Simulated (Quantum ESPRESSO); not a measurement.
Worked example: self-consistent single point of HfP₂O₇ (P-1, 20 atoms in the cell) in Quantum ESPRESSO.

Computed with PBEsol, PseudoDojo standard norm-conserving (PBESOL) pseudopotentials (plane waves; Quantum ESPRESSO).

```xyz
20
Lattice="5.0236 0.0000 0.0000 -1.9052 6.8352 0.0000 -0.6235 -0.4338 8.3792" Properties=species:S:1:pos:R:3 pbc="T T T"
Hf     0.0000     0.0000     0.0000
Hf     1.2474     3.2007     4.1896
P      1.7751     0.5862     6.3699
P      0.7197     5.8152     2.0093
P     -1.2293     4.8400     5.7704
P      3.7241     1.5614     2.6088
O      0.7789     0.7801     7.4954
O      1.7160     5.6213     0.8838
O     -1.7433     4.9125     7.1948
O      4.2381     1.4889     1.1844
O      3.0966     0.0589     6.8762
O     -0.6018     6.3425     1.5031
O     -0.0311     3.9341     5.6283
O      2.5260     2.4673     2.7509
O      1.9439     1.8125     5.5155
O      0.5509     4.5889     2.8638
O     -0.7416     6.3167     5.3856
O      3.2364     0.0847     2.9936
O      2.7038     4.5085     4.7830
O     -0.2090     1.8929     3.5962
```

Reference input (self-consistent single point, DFT, PBEsol, plane waves, PseudoDojo standard norm-conserving (PBESOL) pseudopotentials): ecutwfc = 85 Ry; occupations = smearing; smearing = gauss; degauss = 0.00147 Ry; potentials = {Hf: Hf.upf, P: P.upf, O: O.upf}; K_POINTS = automatic 4 3 2 0 0 0; conv_thr = 1e-09 Ry. This run's input differs from it in these lines:

```diff
@@ -12,3 +12,3 @@
     ntyp = 3
-    ecutwfc = 85
+    ecutwfc = 51
     occupations = 'smearing'
```

Output, abridged:

```
     Self-consistent Calculation

     iteration #  1     ecut=    51.00 Ry     beta= 0.70

     total energy              =    -741.62903468 Ry
     estimated scf accuracy    <       4.66142885 Ry

     iteration #  2     ecut=    51.00 Ry     beta= 0.70

     total energy              =    -743.00897489 Ry
     estimated scf accuracy    <       3.55641254 Ry

     iteration #  3     ecut=    51.00 Ry     beta= 0.70

     total energy              =    -743.62838023 Ry
     estimated scf accuracy    <       0.09832760 Ry

   [... 9 blocks of this kind left out ...]

     iteration # 13     ecut=    51.00 Ry     beta= 0.70

     total energy              =    -743.67398900 Ry
     estimated scf accuracy    <          2.0E-09 Ry

     iteration # 14     ecut=    51.00 Ry     beta= 0.70
     End of self-consistent calculation

     the Fermi energy is     3.6416 ev

!    total energy              =    -743.67398900 Ry
     estimated scf accuracy    <          2.0E-10 Ry
     smearing contrib. (-TS)   =      -0.00000000 Ry
     internal energy E=F+TS    =    -743.67398900 Ry

     convergence has been achieved in  14 iterations

     Forces acting on atoms (cartesian axes, Ry/au):

     atom    1 type  1   force =     0.00000000    0.00000000    0.00000000
     atom    2 type  1   force =     0.00000000    0.00000000    0.00000000
     atom    3 type  2   force =    -0.00348212   -0.00741807    0.00301311
     atom    4 type  2   force =     0.00348212    0.00741807   -0.00301311
     atom    5 type  2   force =     0.00205696    0.00474108    0.00260574
   [... lines left out ...]

     Total force =     0.080941     Total SCF correction =     0.000035

          total   stress  (Ry/bohr**3)                   (kbar)     P=     -191.51
  -0.00129281  -0.00001757  -0.00000313         -190.18       -2.58       -0.46
  -0.00001757  -0.00132551  -0.00001089           -2.58     -194.99       -1.60
  -0.00000313  -0.00001089  -0.00128732           -0.46       -1.60     -189.37

   JOB DONE.
```

The run converged in 14 iterations. Against the reference run the free energy rises by 372 meV/atom, the pressure goes from 1.93 to -19.15 GPa, the largest force goes from 0.462 to 0.575 eV/Å and the gap on the mesh hardly changes (5.537 to 5.528 eV).

The starting cell comes from a database of computed structures (which also holds hypothetical and non-ambient phases and stackings), without a prior relaxation at this level. Spin-orbit coupling is off.

Cost on one core of a shared machine: roughly 8 min.
